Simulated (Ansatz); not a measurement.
Base system: Mo in the bcc (W type) structure (space group Im-3m, No. 229; a = 3.112 Å; relaxed with 0.1 eV smearing). Axes: x, y, z lie along the cube axes.

Structures relaxed with LDA/PAW in Ansatz (a quantum-chemistry and plane-wave program), scalar-relativistic without spin-orbit coupling.

Base:

Simulated powder pattern, Mo Kα, λ = 0.71073 Å (kinematic, ideal powder, no thermal factors, no anomalous dispersion; the 10 strongest lines at most, above 2 %, up to 2θ = 40°):

| 2θ (°) | I/Imax (%) | hkl |
|---|---|---|
| 18.59 | 100 | (110) |
| 26.41 | 18 | (200) |
| 32.49 | 38 | (211) |
| 37.69 | 12 | (220) |

The change: tensile biaxial strain of 0.50 % in the plane normal to [001], as in epitaxy on a mismatched substrate; the out-of-plane cell vector and the atoms relax.

### Question
Predict the new powder pattern.

### Answer

Simulated powder pattern, Mo Kα, λ = 0.71073 Å (kinematic, ideal powder, no thermal factors, no anomalous dispersion; the 10 strongest lines at most, above 2 %, up to 2θ = 40°):

| 2θ (°) | I/Imax (%) | hkl |
|---|---|---|
| 18.50 | 51 | (110) |
| 18.58 | 100 | (101) |
| 26.27 | 18 | (200) |
| 26.50 | 8.9 | (002) |
| 32.37 | 38 | (211) |
| 32.51 | 19 | (112) |
| 37.50 | 5.9 | (220) |
| 37.66 | 12 | (202) |

The indices refer to the base's conventional cell; one index is shown for lines that coincide. The space group is now I4/mmm (No. 139).

Stability against distortions was not tested. All final runs are without spin polarisation.
